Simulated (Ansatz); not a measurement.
Results of G0W0@r²SCAN (Ansatz, a first-principles code, hard PAW, contour deformation, complete-basis limit) for antifluorite Mg₂C (high-pressure phase).

Settings: largest k mesh 10×10×10 (not extrapolated in the mesh).

Cell (measured lattice):

Space group Fm-3m (No. 225); a = 5.448 Å, b = 5.448 Å, c = 5.448 Å, α = 90.00°, β = 90.00°, γ = 90.00°

```json
[
 {"atom": "Mg", "site": "8c", "symmetry": "-43m", "x": "0.2500", "y": "0.2500", "z": "0.2500"},
 {"atom": "C", "site": "4a", "symmetry": "m-3m", "x": "0.0000", "y": "0.0000", "z": "0.0000"}
]
```
(The calculation used a cell of 3 atoms; values per cell refer to that cell.)

### Question
Give the computed band gap.

### Answer

* **band gap**: 1.61 eV (indirect)

Note: cell and atoms aren't relaxed at this level; the gap holds a correction of +0.25 eV to the complete basis.

The computed numbers hold no vibrational or temperature effects.
